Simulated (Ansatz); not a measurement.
# SiNF (model structure, Pmn2₁, No. 31, 6 atoms in the cell): bulk modulus B0 by level of theory

No measured value is used here.

### Question
Put these levels in order of the bulk modulus B0 that they give for SiNF (model structure, Pmn2₁, No. 31, 6 atoms in the cell), smallest first: PBE (Ansatz, a program for electronic structure), PBEsol (Ansatz), r²SCAN (Ansatz).

### Answer
PBE (4.25 GPa), PBEsol (5.89 GPa), r²SCAN (28.6 GPa)

Unless a cell is named, each level is at its own relaxed cell (PBE 13.86, PBEsol 12.54, r²SCAN 11.63 Å³/atom).

PBE, PBEsol, r²SCAN: the bulk modulus is −V dP/dV from two relaxed cells at ±2 % in volume. Each level is taken at its own relaxed cell. Cutoffs differ between the levels. Ansatz's density-functional and Hartree–Fock values are scalar-relativistic unless marked +SOC, with PAW data made under PBE.

A model structure was made by putting elements into a prototype or built by hand; it is no filed structure, need not be a known phase, and can be a saddle point held by its symmetry.
